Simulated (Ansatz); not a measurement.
Base system: MgSe in the rock salt structure (space group Fm-3m, No. 225; a = 5.4498 Å).

Perturbation: a negative pressure, −2 GPa.

Levels (all Ansatz, a quantum-chemistry and plane-wave program, PAW): PBEsol (420 eV, no spin-orbit coupling); r2SCAN (500 eV, no spin-orbit coupling).

The geometry is relaxed with PBEsol.

| Quantity | Result |
|---|---|
| PBEsol band gap | 1.72 eV |
| PBEsol pressure | -2.01 GPa |
| PBEsol smallest direct gap | 2.29 eV |
| PBEsol electron mass | 0.48 mₑ along k, 0.23 mₑ across (at X) |

What does r2SCAN give at this geometry for the band gap, pressure, smallest direct gap and electron mass?

The band gap goes up by 0.72 eV (1.72 eV → 2.44 eV); the pressure grows by 0.684 GPa (-2.01 GPa → -1.32 GPa); the smallest direct gap grows by 1.00 eV (2.29 eV → 3.29 eV); the electron mass goes from 0.48 mₑ along k, 0.23 mₑ across (at X) to 0.48 mₑ along k, 0.26 mₑ across (at X).

Single points use the geometry relaxed with PBEsol. Their cutoffs differ, which shifts pressures a little. Load acts through the strain it causes; cell and atoms are relaxed under it. Effective masses come from finite differences of ±0.01 Å⁻¹. Along k means along the line from Γ to the band edge. Whether these cells are dynamically stable was not tested.
